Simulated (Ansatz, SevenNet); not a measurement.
# Ladder of methods for the c axis length of white tin (β-Sn)

Reference value: 3.181 Å (measured, 293 K, not corrected to a static lattice; as tabulated in Wikipedia's data pages).

Task: What do SevenNet-0, LDA, PBE, PBE-D4, Hartree–Fock give, and how far is each from the reference?

Result: 
| level (code) | value (Å) | difference (%) |
|---|---|---|
| SevenNet-0 | 3.245 | +2.01 |
| LDA (Ansatz) | 3.126 | -1.73 |
| PBE (Ansatz) | 3.214 | +1.04 |
| PBE-D4 (Ansatz) | 3.166 | -0.47 |
| Hartree–Fock (Ansatz) | 3.254 | +2.29 |

The reference is not for a static lattice or low temperature, so close values are not ranked against it. Off by more than 1.75 %, or 2.45 % on the side where a correction would as a rule narrow the miss (bounds picked here): Hartree–Fock (+2.29 %), SevenNet-0 (+2.01 %).

The measured value isn't corrected to a static lattice, so vibrations enter the comparison.  Cutoffs and k meshes differ between the levels. Ansatz's density-functional and Hartree–Fock values are scalar-relativistic unless marked +SOC, with PAW data made under PBE.

Machine-learned potentials (SevenNet-0) are trained on DFT data: a solid inside that data is no test of them.

Differences are worked out from the printed values.

Ansatz is a first-principles code.
